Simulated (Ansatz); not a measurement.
Base system: BN in the wurtzite structure (space group P6_3mc, No. 186; a = 2.5232 Å, c = 4.1751 Å). Axes: x lies along a and z along c of the hexagonal cell.

All numbers come from LDA (Ansatz, a first-principles code, PAW, without spin-orbit coupling).

Before the change:

| Property | Value |
|---|---|
| Electron mass | 0.30 mₑ along c, 0.50 mₑ across (at K) |
| Valence-band top at Γ | 0.00, 0.00, -0.29 eV |

The change: the cell is stretched by 1.20 % along z with no lateral relaxation; the atoms relax in the strained cell.

What does the calculation give for the electron mass after the change?

The electron mass changes from 0.30 mₑ along c, 0.50 mₑ across (at K) to 0.30 mₑ along z, 0.50 mₑ across (at K).

How does this affect the stress?

The stress (xx, yy, zz, yz, xz, xy; compression positive) comes out as (-0.73, -0.73, -12.56, 0.00, 0.00, 0.00) GPa.

How does this affect the valence-band top at Γ?

The valence-band top at Γ (three highest levels, from the VBM) becomes 0.00, 0.00, -0.34 eV (base: 0.00, 0.00, -0.29 eV).

What does the calculation give for the energy relative to the base after the change?

The energy increases by 2.7 meV/atom.

The levels and masses belong to the bands next to the band gap. Masses are band curvatures over ±0.01 Å⁻¹ around the edge. Stability against distortions was not tested.
